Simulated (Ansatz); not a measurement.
An Ansatz (a program for electronic structure) input (PBEsol (Ansatz, PAW, scalar-relativistic without spin-orbit coupling)):

Ansatz 0.2 input:
```yaml
crystal:
  lattice:
    - [0, 4.6072310032, 4.6072310032]
    - [4.6072310032, 0, 4.6072310032]
    - [4.6072310032, 4.6072310032, 0]
  atoms:
    - { symbol: C, position: [0.0026678039, -0.0028534695, -0.0034266461] }
    - { symbol: C, position: [0.0037050672, 0.0004064257, 0.4965890496] }
    - { symbol: C, position: [-0.0026063518, 0.5032179695, -0.0009404316] }
    - { symbol: C, position: [0.0049198641, 0.5012928817, 0.4974845714] }
    - { symbol: C, position: [0.5021164125, -0.0004105154, -0.001172716] }
    - { symbol: C, position: [0.4945598288, -0.002295431, 0.5024841815] }
    - { symbol: C, position: [0.4972220564, 0.5020693528, 0.0049182143] }
    - { symbol: C, position: [0.5068315775, 0.4962681023, 0.4927387443] }
    - { symbol: Hf, position: [0.2533990825, 0.2426335592, 0.2554949177] }
    - { symbol: Hf, position: [0.2537883835, 0.2423034967, 0.7515858226] }
    - { symbol: Hf, position: [0.2513272152, 0.754428303, 0.2493832447] }
    - { symbol: Hf, position: [0.2483597669, 0.7519101671, 0.7487954031] }
    - { symbol: Hf, position: [0.7555140522, 0.2433577471, 0.2468572089] }
    - { symbol: Hf, position: [0.745019892, 0.2488331191, 0.7534919697] }
    - { symbol: Hf, position: [0.7464763559, 0.7528528842, 0.2492101967] }
    - { symbol: Hf, position: [0.7576703691, 0.7491564716, 0.7483236213] }
    - { symbol: C, position: [0.0062217623, 0.0031379087, 0.2438867661] }
basis: { ecutwfc: 420, ecutrho_ratio: 4, xc_grid: 2, fft_grid_basis: typed }
kpoints: { mp_grid: { grid: [7, 7, 7] } }
hamiltonian:
  xc: pbesol
  dispersion: none
  pseudopotentials: { kind: paw }
scf: { occupations: { method: fermi_dirac, width: 0.05 }, convergence: { dr2_threshold: 0.0000000017 } }
relax: { f_tol: 0.02, max_steps: 45 }
output: { forces: true, stress: true }
checkpoint: { write: state.ck, write_every: 1000 }
```

Task: Which symmetry and how many k-points will the program report, and about how many plane waves at Γ?

Result: Space group P1 (ITA 1) with 1 operations, k-points 172 of 343, and 3839 plane waves at Γ.

Task: And the final pressure?

Result: 10.37 GPa (compression positive).

In so small a cell the defect repeats every few ångströms: this is an ordered compound, not a dilute defect. All final runs are without spin polarisation. The cell was made from HfC in the rock salt structure (space group Fm-3m, No. 225) by this change: C interstitial (started 1.63 Å from the nearest host atom). The defect cell is not spin-polarised.
